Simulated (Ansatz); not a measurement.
ZnCu, response to strain

Start from ZnCu in the CsCl type structure (space group Pm-3m, No. 221; a = 2.908 Å; relaxed with 0.1 eV smearing).

Strains are applied to the cell and any free atomic positions relax.

Calculations: Ansatz (a quantum-chemistry and plane-wave program), PBEsol, PAW, cutoff 420 eV, spin-orbit coupling left out.

```tsv
isotropic strain (%)	pressure (GPa)
-5.54	35.7
-2.55	12.8
-2.01	9.7
-1.82	?
0	0.0
0.15	-0.6
```

### Question
Fit P = P₀ − Bδ + Cδ² with δ = (1 + ε)³ − 1 to the rows shown and predict the withheld row.

### Answer
Least squares on the printed values gives P₀ = 0.0 GPa, B = 124 GPa, C = 655 GPa (largest residual 0.1 GPa); this predicts 8.5 GPa, and the run gives 8.6 GPa, in agreement.

Stability against distortions was not tested. All final runs are without spin polarisation.
